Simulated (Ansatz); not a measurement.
Input and output of a self-consistent single point for Mg (P-3m1, 2 atoms in the cell) (Ansatz, a quantum-chemistry and plane-wave program).

Computed with LDA (PW92), default PAW files made with PBE (plane waves; Ansatz).

The change in words: lattice scaled by 0.98; basis.ecutwfc: 30.9 Ry → 10.7 Ry. Reference geometry:
```xyz
2
Lattice="1.6002 -2.7716 0.0000 1.6002 2.7716 0.0000 0.0000 0.0000 5.1944" Properties=species:S:1:pos:R:3 pbc="T T T"
Mg     1.6002     0.9239     1.3486
Mg     1.6002    -0.9239     3.8958
```

Reference input (self-consistent single point, DFT, LDA (PW92), plane waves, default PAW files made with PBE): basis.ecutwfc = 30.9 Ry; kpoints.mp_grid.grid = 12 12 7; hamiltonian.xc = lda; hamiltonian.pseudopotentials = {kind: paw} (the program's default PAW files); scf.occupations.method = fermi_dirac; scf.occupations.width = 0.0073 Ry. This run's input differs from it in these lines:

Ansatz 0.2 input:
```diff
@@ -2,10 +2,10 @@
   lattice:
-    - [1.600185, -2.771602, 0.000000]
-    - [1.600185, 2.771602, 0.000000]
-    - [0.000000, 0.000000, 5.194370]
+    - [1.568181, -2.716170, 0.000000]
+    - [1.568181, 2.716170, 0.000000]
+    - [0.000000, 0.000000, 5.090483]
   atoms:
-    - { symbol: Mg, position_ang: [1.600185, 0.923869, 1.348594] }
-    - { symbol: Mg, position_ang: [1.600185, -0.923869, 3.895778] }
+    - { symbol: Mg, position_ang: [1.568181, 0.905392, 1.321622] }
+    - { symbol: Mg, position_ang: [1.568181, -0.905392, 3.817862] }
 basis:
-  ecutwfc: 30.9 Ry
+  ecutwfc: 10.7 Ry
 kpoints:
```

Output (repeated stretches shortened):

```
SCF iter   1: F=—  HF=-3769.907244 eV  |F-HF|=—  |Δ(HF+E_count)|=         —  Δρ=1.34e-1  dr2=2.27e0  ethr=1.77e-3  ⟨swp⟩=3.9  Hψ=6624  notcnv=0
all-band conjugate gradients solve this SCF's bands
preconditioner: auto → none
SCF iter   2: F=—  HF=-3766.493759 eV  |F-HF|=—  |Δ(HF+E_count)|=    3.41e0  Δρ=5.29e-2  dr2=3.63e-1  ethr=1.77e-3  ⟨swp⟩=2.0  Hψ=4032  notcnv=0
SCF iter   3: F=—  HF=-3765.978688 eV  |F-HF|=—  |Δ(HF+E_count)|=   5.15e-1  Δρ=4.07e-3  dr2=2.65e-3  ethr=1.77e-3  ⟨swp⟩=2.0  Hψ=3136  notcnv=0
SCF iter   4: F=—  HF=-3765.979939 eV  |F-HF|=—  |Δ(HF+E_count)|=   1.25e-3  Δρ=7.60e-4  dr2=1.70e-4  ethr=1.33e-5  ⟨swp⟩=2.3  Hψ=2432  notcnv=0
SCF iter   5: F=—  HF=-3765.979814 eV  |F-HF|=—  |Δ(HF+E_count)|=   1.25e-4  Δρ=1.39e-4  dr2=3.91e-5  ethr=8.52e-7  ⟨swp⟩=2.0  Hψ=2628  notcnv=0
SCF iter   6: F=—  HF=-3765.979804 eV  |F-HF|=—  |Δ(HF+E_count)|=   9.88e-6  Δρ=4.00e-5  dr2=6.33e-7  ethr=1.95e-7  ⟨swp⟩=1.7  Hψ=1688  notcnv=0
SCF iter   7: F=-3765.979805 eV  HF=-3765.979805 eV  |F-HF|=5.50e-9  |Δ(HF+E_count)|=   7.71e-7  Δρ=3.71e-6  dr2=1.69e-9  ethr=5.00e-10  ⟨swp⟩=4.3  Hψ=6151  notcnv=0
SCF 1 converged in 7 iterations: F = -3765.979805 eV  dr2 = 1.69e-9
Free energy (F): -3765.979805 eV
Internal energy: -3765.953526 eV  (E = F + TS)
E sigma→0 (E₀):  -3765.966665 eV
Entropy (-TS):   -0.026279 eV (-13.140 meV/atom)
Fermi energy:    5.710292 eV
--- Forces (eV/Å), atoms counted from 1 ---
  atom   1  Mg     0.00000000     0.00000000    -0.08391443
  atom   2  Mg     0.00000000    -0.00000000     0.08391443
--- Stress (GPa, compression-positive) ---
        7.491492       0.000000      -0.000000
        0.000000       7.491492       0.000000
        0.000000       0.000000       0.187262
  P = ⅓ Tr σ = 5.0567 GPa (50.567 kbar)
  The stress holds the Pulay correction. Without it, at fixed plane waves, as pw.x and ABINIT print it: P = -588.9092 GPa
```

The run converged in 7 iterations. Against the reference run the free energy goes up by 18.6 eV/atom, the pressure goes from -2.18 to 5.06 GPa and the largest force goes from 0.117 to 0.084 eV/Å.

The starting cell has typed, rounded lattice constants, without a prior relaxation at this level. Its lattice was rescaled by up to half a per cent. One atom was moved a little off its site on purpose. For this run, on top of that: lattice scaled by 0.98. Ansatz's pressure includes its estimate of the finite-basis (Pulay) stress. Without the estimate this run gives -588.91 GPa. The cutoff lies below the one recommended for these files.
